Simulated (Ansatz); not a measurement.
Partial pair distribution functions of a relaxed model of amorphous Zr20O43B2, broadened by 0.06 Å; density 5.18 g/cm³. Method: PBE, scalar-relativistic without spin-orbit coupling (plane waves to 420 eV, PAW; Ansatz, a program for electronic structure).

It comes from a melt-quench run on a machine-learned potential (CHGNet), relaxed afterwards by DFT. O atoms were pushed apart under 1.9 Å during the dynamics, to hinder bonds among them. The hot cell started wider than the set density and was brought back towards it in steps. It is the lowest in DFT energy of 2 quenches. It is a model cell: composition and starting density were chosen by hand, and all elements were melted together. No dispersion term was used. Its density started from a set value of 5.05 and ended at 5.18 g/cm³. The quench (nominally 300 K/ps over its main leg) was far faster than any real one, so the model tends to hold more defects than a real film. A cell of this size samples the disorder only roughly. Volume and shape were free in the relaxation.

| r (Å) | g Zr-O | g O-B | g Zr-Zr | g O-O |
|---|---|---|---|---|
| 1.15 | 0.00 | 0.01 | 0.00 | 0.00 |
| 1.25 | 0.00 | 0.92 | 0.00 | 0.00 |
| 1.35 | 0.00 | 8.59 | 0.00 | 0.00 |
| 1.45 | 0.00 | 11.25 | 0.00 | 0.00 |
| 1.55 | 0.00 | 4.43 | 0.00 | 0.00 |
| 1.65 | 0.00 | 0.45 | 0.00 | 0.00 |
| 1.75 | 0.00 | 0.01 | 0.00 | 0.00 |
| 1.85 | 0.23 | 0.00 | 0.00 | 0.00 |
| 1.95 | 2.25 | 0.00 | 0.00 | 0.00 |
| 2.05 | 5.52 | 0.00 | 0.00 | 0.00 |
| 2.15 | 5.61 | 0.00 | 0.00 | 0.00 |
| 2.25 | 4.33 | 0.00 | 0.00 | 0.15 |
| 2.35 | 2.21 | 0.02 | 0.00 | 0.58 |
| 2.45 | 0.59 | 0.45 | 0.00 | 0.86 |
| 2.55 | 0.20 | 0.66 | 0.00 | 1.91 |
| 2.65 | 0.21 | 0.07 | 0.00 | 2.40 |
| 2.75 | 0.04 | 0.28 | 0.00 | 2.39 |
| 2.85 | 0.03 | 0.71 | 0.00 | 2.41 |
| 2.95 | 0.16 | 0.72 | 0.01 | 1.90 |
| 3.05 | 0.22 | 0.79 | 0.32 | 1.67 |
| 3.15 | 0.13 | 1.02 | 1.26 | 1.25 |
| 3.25 | 0.12 | 1.62 | 2.92 | 0.82 |
| 3.35 | 0.37 | 1.97 | 2.66 | 0.79 |
| 3.45 | 0.50 | 1.61 | 1.57 | 0.79 |
| 3.55 | 0.84 | 0.88 | 2.08 | 0.57 |
| 3.65 | 0.85 | 0.78 | 2.16 | 0.71 |
| 3.75 | 0.95 | 0.59 | 1.71 | 0.89 |
| 3.85 | 0.98 | 1.24 | 1.54 | 0.66 |
| 3.95 | 0.94 | 1.54 | 1.93 | 0.79 |
| 4.05 | 1.32 | 1.31 | 1.69 | 0.86 |
| 4.15 | 1.28 | 1.48 | 1.35 | 1.05 |
| 4.25 | 1.28 | 1.27 | 1.01 | 1.05 |
| 4.35 | 1.34 | 1.37 | 0.81 | 1.02 |
| 4.45 | 1.51 | 1.03 | 0.68 | 0.74 |
| 4.55 | 1.44 | 0.51 | 0.41 | 0.74 |

Within 2.76 Å each Zr has 6.60 O neighbours on average.
